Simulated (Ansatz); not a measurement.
**Mo under a change: Mo → Ge**

Base system: Mo in the bcc (W type) structure (space group Im-3m, No. 229; a = 3.130 Å).

Now apply this change: Ge takes the place of Mo on all its sites; the structure is relaxed again.

Computed with DFT with PBEsol, PAW potentials and a 420 eV plane-wave cutoff in Ansatz (a first-principles code), no SOC, earlier PAW set. k-mesh 20×20×20 (Γ-centred); smearing 0.05 eV (Fermi–Dirac), for the changed cell.

```
quantity                                  base          changed      shift
-----------------------------  ---------------  ---------------  ---------
volume per atom                       15.33 Å³         18.19 Å³   +2.86 Å³
lattice parameter a                    3.130 Å          3.314 Å   +0.184 Å
space group                    Im-3m (No. 229)  Im-3m (No. 229)          –
shortest interatomic distance          2.710 Å          2.870 Å  +0.1593 Å
band gap                                  zero             zero          –
```

Cost of the whole job for the changed cell (relaxation, final SCF and bands): very roughly 60 core-seconds.

No phonon test of stability was made. For Ge in this form, whether it has been made was not checked. The final runs are not spin-polarised. This is not the structure that Ge has at room temperature and ambient pressure.
